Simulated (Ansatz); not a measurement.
BaSiO3 (P2₁2₁2₁, No. 19; cell taken from a computed entry), treated with PBEsol (Ansatz, a program for electronic structure, PAW).

Settings: plane-wave cutoff 500 eV, 8×8×4 k mesh (along the axes of the cell as run), gaussian smearing 0.02 eV, scalar-relativistic PAW data made under PBE.

Computed at the level's own relaxed cell.

Q: What does this level give for the equilibrium volume per atom and band gap?

A: 
- equilibrium volume per atom: 15.79 Å³/atom
- band gap: 4.73 eV (on the SCF k mesh)

Note: the relaxation could not lower the start's symmetry, so the cell can be a saddle point above a distorted one.

Spin–orbit coupling is not included.

Computed values are for the static lattice.

Computing time: around 23 core-minutes (rough).
